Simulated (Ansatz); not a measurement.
Take W in the bcc (W type) structure (space group Im-3m, No. 229; a = 3.184 Å) as the base.

Modification: an isotropic linear strain of −1.28 %; the atoms relax in the strained cell.

Levels (all Ansatz, a first-principles code, PAW): PBE (420 eV, no spin-orbit coupling); r2SCAN (500 eV, no spin-orbit coupling).

The geometry is relaxed with PBE.

PBE pressure: 12.8 GPa

Q: How does going to r2SCAN change the pressure?

A: The pressure shrinks by 4.6 GPa (12.8 GPa → 8.2 GPa).

Single points use the geometry relaxed with PBE. Their cutoffs differ, which shifts pressures a little. No phonon test of stability was made. All final runs are without spin polarisation.
